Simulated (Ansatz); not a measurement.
# A constructed model of the (100) surface of fcc Pd, a pseudomorphic layer of In in the host's stacking (bottom of the slab: a bare face, its two planes held)

Computed with PBE (plane waves to 420 eV, PAW; Ansatz, a quantum-chemistry and plane-wave program).

Set-up: 7 atoms, 12.0 Å thick at the start; mesh 13x13x1; 0.1 eV smearing; dipole correction on; 2 atoms held, the rest relaxed; held to the start's symmetry, so lower structures may exist; no spin, no spin-orbit, no U. It is one candidate, not shown to be the stable structure of the face.

```json
{
 "work_function_of_the_top_face": "4.28 eV",
 "energy_released_by_relaxation": "0.010 eV",
 "cost": "about 2.0 core-minutes (a rough figure)"
}
```
